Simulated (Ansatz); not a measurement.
The starting structures come from a database of crystals and need not be the phases stable at ambient conditions.

Here is the system:

```yaml
crystal:
  lattice:
    - [7.26079, 0.00000, 0.00000]
    - [3.61791, 6.29522, 0.00000]
    - [3.55324, 2.05617, 10.51454]
  atoms:
    - { symbol: Sr, position: [0.50000, 0.00000, 0.50000] }
    - { symbol: Sr, position: [0.00000, 0.50000, 0.00000] }
    - { symbol: Sr, position: [0.32970, 0.84170, 0.00070] }
    - { symbol: Sr, position: [0.67030, 0.15830, 0.99930] }
    - { symbol: Sr, position: [0.15830, 0.67030, 0.49930] }
    - { symbol: Sr, position: [0.84170, 0.32970, 0.50070] }
    - { symbol: Ge, position: [0.84360, 0.15640, 0.25000] }
    - { symbol: Ge, position: [0.15640, 0.84360, 0.75000] }
    - { symbol: Ge, position: [0.58200, 0.67740, 0.25350] }
    - { symbol: Ge, position: [0.41800, 0.32260, 0.74650] }
    - { symbol: Ge, position: [0.32260, 0.41800, 0.24650] }
    - { symbol: Ge, position: [0.67740, 0.58200, 0.75350] }
    - { symbol: O, position: [0.34980, 0.65020, 0.25000] }
    - { symbol: O, position: [0.65020, 0.34980, 0.75000] }
    - { symbol: O, position: [0.98940, 0.11200, 0.10080] }
    - { symbol: O, position: [0.01060, 0.88800, 0.89920] }
    - { symbol: O, position: [0.88800, 0.01060, 0.39920] }
    - { symbol: O, position: [0.11200, 0.98940, 0.60080] }
    - { symbol: O, position: [0.81520, 0.41720, 0.25150] }
    - { symbol: O, position: [0.18480, 0.58280, 0.74850] }
    - { symbol: O, position: [0.58280, 0.18480, 0.24850] }
    - { symbol: O, position: [0.41720, 0.81520, 0.75150] }
    - { symbol: O, position: [0.63130, 0.82390, 0.10510] }
    - { symbol: O, position: [0.36870, 0.17610, 0.89490] }
    - { symbol: O, position: [0.17610, 0.36870, 0.39490] }
    - { symbol: O, position: [0.82390, 0.63130, 0.60510] }
    - { symbol: O, position: [0.71870, 0.53170, 0.90480] }
    - { symbol: O, position: [0.28130, 0.46830, 0.09520] }
    - { symbol: O, position: [0.46830, 0.28130, 0.59520] }
    - { symbol: O, position: [0.53170, 0.71870, 0.40480] }
```

Space group of this cell: C2/c. The cell is taken as given.

Transport runs along the normal of the first two printed cell vectors.

The gap is the functional's own. No spin-orbit coupling. Mid-gap values are interpolated on the energy grid.

Problem. Estimate the band gap and the smallest decay constant κ at mid-gap that PBEsol in Ansatz (a quantum-chemistry and plane-wave program) returns for this system.

Solution. Gap 3.48 eV on a 6×6×4 mesh; κ = 0.345 1/Å, at the zone centre.
